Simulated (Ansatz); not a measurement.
Data:

```
MoTe2
1.0
    3.56654     0.00000     0.00000
    1.78327     3.08872     0.00000
    0.00000     0.00000    13.57204
Mo Te
2 4
Direct
  0.33333   0.33333   0.75000
  0.66667   0.66667   0.25000
  0.33333   0.33333   0.11804
  0.66667   0.66667   0.61804
  0.66667   0.66667   0.88196
  0.33333   0.33333   0.38196
```

No spin polarisation.

Calculations: PBE-D3(BJ) (Ansatz, a program for electronic structure; PAW; 420 eV plane waves; scalar-relativistic without spin-orbit coupling). Settings: 11×11×3 k-points, 0.05 eV Fermi–Dirac smearing.

Question: Predict the band gap, valence-band top at Γ and width of the top valence band.

Answer: The band gap comes out as 0.52 eV, the valence-band top at Γ (three highest levels, from the VBM) is 0.00, -0.06, -1.11 eV and the width of the top valence band comes out as 1.20 eV.

Spin-orbit coupling, missing from the scalar runs, can matter with Te. The cells carry an imposed strain or load. Whether these cells are dynamically stable was not tested. The cell was made from MoTe2 in the 2H-MoS2 type structure (space group P6_3/mmc, No. 194; layered, stacked along the Cartesian z axis) by this change: biaxial strain +2.00 %, plane normal [001], relaxed out of plane.
